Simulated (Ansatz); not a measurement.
Results of r²SCAN50 in Ansatz (PAW) for CsCl-type CoGa.

The input as run:

Ansatz 0.2 input:
```yaml
crystal:
  lattice:
    - [2.8025466806, 0.0, 0.0]
    - [0.0, 2.8025466806, 0.0]
    - [0.0, 0.0, 2.8025466806]
  atoms:
    - { symbol: Ga, position: [0.5, 0.5, 0.5] }
    - { symbol: Co, position: [0.0, 0.0, 0.0] }
basis:
  ecutwfc: 520
  ecutrho_ratio: 4
  xc_grid: 3
kpoints:
  mp_grid: { grid: [10, 10, 10] }
hamiltonian:
  xc: r2scan50
  dispersion: none
  pseudopotentials: { kind: paw }
scf:
  occupations: { method: fermi_dirac, width: 0.05 }
  convergence: { dr2_threshold: 0.0000000002 }
output:
  forces: true
  stress: true
  eigenvalues: true
```

The run printed, among other lines:

```
WARN output.stress: scf.exx.energy_threshold = 1e-6 eV is looser than the 2e-8 eV advised for a stress under a hybrid functional (1e-8 eV for each atom of the …
Crystal: 2 atoms, lattice volume = 22.012 Å³
Basis set: ecut = 520 eV, 619 PW (Γ), exchange–correlation on 72×72×72 points (27 copies of the dense FFT grid, shifted against one another)
Bands: 19, of which v1, the nominal top of the filled ones, is band 15 counted from 1 (14 counted from 0)
Symmetry: 48 space group operations
Space group: Pm-3m (ITA 221), of the structure as read, at distance tolerance 2.8e-5 Å
k-points: 56 of 1000
Functional: x = r2scan, c = r2scan; τ floored in thin density (d = 2e-4 eV/Å³), warm-up for x = 0.5 r2scan + 0.5 exact, c = r2scan; τ floored in thin density (d = 2e-4 eV/Å³)
SCF iter   1: F=—  HF=-8922.061365 eV  |F-HF|=—  |Δ(HF+E_count)|=         —  Δρ=1.44e-2  dr2=1.41e-2  dr2_τ=5.11e-2
SCF iter   2: F=—  HF=-8922.130357 eV  |F-HF|=—  |Δ(HF+E_count)|=   6.90e-2  Δρ=1.27e-2  dr2=1.86e-2  dr2_τ=3.05e-4
  ...
SCF 1 converged in 10 iterations: F = -8922.129186 eV  dr2 = 1.72e-11
Crystal: 2 atoms, lattice volume = 22.012 Å³
Initial density: handed on by an earlier stage of this run
Functional: x = 0.5 r2scan + 0.5 exact, c = r2scan; τ floored in thin density (d = 2e-4 eV/Å³)
  ...
SCF 5 converged in 10 iterations: F = -8913.453727 eV  dr2 = 4.14e-11
Crystal: 2 atoms, lattice volume = 22.012 Å³
SCF 6 converged in 8 iterations: F = -8913.473866 eV  dr2 = 6.03e-11
Crystal: 2 atoms, lattice volume = 22.012 Å³
SCF 7 converged in 11 iterations: F = -8913.486328 eV  dr2 = 3.87e-13
Crystal: 2 atoms, lattice volume = 22.012 Å³
SCF 8 converged in 11 iterations: F = -8913.496808 eV  dr2 = 1.13e-12
Crystal: 2 atoms, lattice volume = 22.012 Å³
SCF 9 converged in 10 iterations: F = -8913.499632 eV  dr2 = 4.05e-13
Crystal: 2 atoms, lattice volume = 22.012 Å³
Crystal: 2 atoms, lattice volume = 22.012 Å³
SCF 11 converged in 14 iterations: F = -8913.501008 eV  dr2 = 5.81e-12
Crystal: 2 atoms, lattice volume = 22.012 Å³
SCF 12 converged in 4 iterations: F = -8913.501008 eV  dr2 = 1.10e-11
Crystal: 2 atoms, lattice volume = 22.012 Å³
SCF iter   2: F=—  HF=-8913.501008 eV  |F-HF|=—  |Δ(HF+E_count)|=  9.09e-12  Δρ=3.90e-7  dr2=1.67e-11  dr2_τ=5.34e-13
SCF iter   3: F=-8913.501008 eV  HF=-8913.501008 eV  |F-HF|=0.00e0  |Δ(HF+E_count)|=  1.82e-12  Δρ=1.14e-7  dr2=1.19e-12  dr2_τ=2.27e-13
SCF 13 converged in 3 iterations: F = -8913.501008 eV  dr2 = 1.19e-12
Free energy (F): -8913.501008 eV
Internal energy: -8913.500783 eV  (E = F + TS)
E sigma→0 (E₀):  -8913.500896 eV
Fermi energy:    19.338537 eV
--- Forces (eV/Å), atoms counted from 1 ---
  atom   1  Ga    -0.00000000    -0.00000000     0.00000000
  atom   2  Co    -0.00000000     0.00000000    -0.00000000
--- Stress (GPa, compression-positive) ---
        0.016975       0.000000       0.000000
        0.000000       0.016975       0.000000
       -0.000000       0.000000       0.016975
  P = ⅓ Tr σ = 0.0170 GPa (0.170 kbar)
```

The PAW data were made under PBE.

Note: the run has no spin polarisation, so it can have missed a magnetic state. Note: the run warned that the count of filled bands differs between k points.

Ansatz is a quantum-chemistry and plane-wave program.
